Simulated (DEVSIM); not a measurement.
System: GaN p-n junction from an implanted or diffused profile, at 300 K.

```csv
layer (left to right),material,thickness (μm),Nd (cm⁻³),τn (s),τp (s)
1,GaN,85.0,5.7e16,4.1e-9,4.1e-9
```

Added acceptor profile: 2.9e18 cm⁻³ × exp(−(x − 0.058 μm)²/(2·(0.073 μm)²)). Left contact: ohmic. Right contact: ohmic. Voltage is applied to the left contact. Recombination: SRH at mid-gap. Mobility is μmin + (μ − μmin)/(1 + (N/Nref)^α).

This is a model device: material constants are rounded textbook-type values typed into the input, and sizes, dopings and lifetimes were drawn at random. Values at 300 K.

| parameter | GaN |
|---|---|
| gap (eV) | 3.43 |
| affinity (eV) | 4.1 |
| permittivity | 9.5 |
| Nc (cm⁻³) | 2.3e18 |
| Nv (cm⁻³) | 4.6e19 |
| μn (cm²/Vs) | 1200 |
| μp (cm²/Vs) | 100 |
| μn,min | 55 |
| μp,min | 3 |
| Nref,n | 2e17 |
| Nref,p | 3e17 |
| αn | 1 |
| αp | 2 |

Model (solved in DEVSIM): 1D drift-diffusion, Boltzmann statistics, complete ionisation; no tunnelling, impact ionisation, image-force lowering or self-heating.

Q: Tabulate band edges, carrier densities and field at 3.1 V on the left contact.

A: Energies count from the Fermi level of the right contact; mesh points crowd at the junctions.

```tsv
x (μm)	Ec (eV)	Ev (eV)	n (cm⁻³)	p (cm⁻³)	field (V/cm)
0.000	0.250	-3.180	< 1e2	2.1e18	2800
0.02492	0.255	-3.175	1.0e13	2.6e18	1600
0.05708	0.258	-3.172	2.4e13	2.8e18	53
0.1007	0.254	-3.176	5.2e13	2.4e18	-2100
0.1733	0.224	-3.205	2.1e14	7.7e17	-6000
0.2376	0.165	-3.265	2.2e15	7.7e16	-14000
0.3004	0.091	-3.339	3.9e16	4.3e15	-5000
0.3865	0.080	-3.350	5.9e16	2.6e15	-65
0.4889	0.080	-3.350	5.9e16	2.3e15	10
0.7418	0.080	-3.350	5.9e16	1.8e15	≈ 0
1.411	0.080	-3.349	5.8e16	9.7e14	≈ 0
3.925	0.081	-3.349	5.7e16	8.2e13	≈ 0
9.235	0.082	-3.348	5.7e16	4.5e11	≈ 0
22.36	0.085	-3.345	5.7e16	1300000	≈ 0
61.00	0.091	-3.339	5.7e16	< 1e2	≈ 0
75.23	0.094	-3.336	5.7e16	< 1e2	≈ 0
81.03	0.095	-3.335	5.7e16	< 1e2	≈ 0
83.46	0.095	-3.335	5.7e16	< 1e2	≈ 0
84.55	0.096	-3.334	5.7e16	< 1e2	≈ 0
84.83	0.096	-3.334	5.7e16	< 1e2	≈ 0
84.94	0.096	-3.334	5.7e16	< 1e2	≈ 0
85.00	0.096	-3.334	5.7e16	< 1e2	≈ 0
```
